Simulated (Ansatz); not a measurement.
PbSe, response to strain

Take PbSe in the rock salt structure (space group Fm-3m, No. 225; a = 6.2178 Å) as the base.

Strains are applied to the cell and any free atomic positions relax.

Computed with DFT with PBE, PAW potentials and a 420 eV plane-wave cutoff in Ansatz (a quantum-chemistry and plane-wave program), scalar-relativistic without spin-orbit coupling.

Candidates:
(a) isotropic strain −2.50 %
(b) isotropic strain −0.50 %
(c) isotropic strain +1.50 %
(d) isotropic strain −2.00 %

Before the change:

```
Property    Value
--------  -------
Band gap  0.43 eV
```

### Question
Order them by band gap, lowest first.

### Answer
(a) isotropic strain −2.50 % (0.18 eV), (d) isotropic strain −2.00 % (0.24 eV), (b) isotropic strain −0.50 % (0.39 eV), (c) isotropic strain +1.50 % (0.55 eV)

Spin-orbit coupling, missing from the scalar runs, can matter with Pb. No phonon test of stability was made. The zero or small gap of PbSe under isotropic strain −2.50 % and PbSe under isotropic strain −2.00 % can change with the level of theory.
